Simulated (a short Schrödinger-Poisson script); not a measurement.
Stack: MOS inversion layer, SiO2 on p-type InP, at 300 K.

```csv
layer,material,thickness (nm),Na (cm⁻³)
1,SiO2,1.3,-
2,InP,1900,6.1e16
```

Constants are typed, rounded textbook-type inputs, not results; the design itself was drawn at random and stands for no fabricated device. SiO2: permittivity 3.9, conduction-band edge (eV) 3.48, gap (eV) 9, electron mass (mₑ) 0.5. InP: permittivity 12.5, conduction-band edge (eV) 0, gap (eV) 1.344, Nv at 300 K (cm⁻³) 1.1e19.

Channel valleys (confinement mass, in-plane density-of-states mass, number): Γ 0.08, 0.08, 1. At the gate the conduction-band edge of layer 1 lies 3.99 eV − eVg above the Fermi level of the channel; the field vanishes at the back. Gaps are held at their typed values at every temperature. Mesh 0.03 nm at interfaces.

Solved with a short Schrödinger-Poisson script written for these runs: 1D Poisson equation in equilibrium, electrons classical, Boltzmann, parabolic valleys, classical holes, full ionisation, no traps, pinning or gate leakage.

The same stack at other levels of the model or other numerical settings:

| run | sheet density of all electrons at Vg = 1.25 V (cm⁻²) | sheet density of all electrons at Vg = 0.65 V (cm⁻²) | capacitance at Vg = 1.25 V (μF/cm²) | centroid of the channel electrons at Vg = 1.25 V (nm) | rough cost against the base |
|---|---|---|---|---|---|
| base | 8.59e12 | 5.10e11 | 2.43 | 0.71 | about 1 |
| electrons treated as classical, Fermi-Dirac | 5.46e12 | 3.86e11 | 1.52 | 2.57 | 6 |
| electrons treated as quantum, Hartree | 4.98e12 | 1.93e11 | 1.50 | … | 20 |
| electrons treated as quantum, Hartree plus LDA exchange-correlation | 5.20e12 | 2.28e11 | 1.53 | 3.08 | 30 |
| mesh six times as coarse | … | … | 2.37 | 0.80 | 0.6 |

Some entries are withheld; supply them.


- electrons treated as quantum, Hartree, centroid of the channel electrons at Vg = 1.25 V (nm): 3.20
- mesh six times as coarse, sheet density of all electrons at Vg = 1.25 V (cm⁻²): 8.41e12
- mesh six times as coarse, sheet density of all electrons at Vg = 0.65 V (cm⁻²): 4.97e11

The classical rows ignore confinement, and Boltzmann statistics overrate the density once the band edge passes the Fermi level.

Above a few 1e12 electrons/cm² a light Γ valley is non-parabolic and upper valleys begin to fill, which the model leaves out.
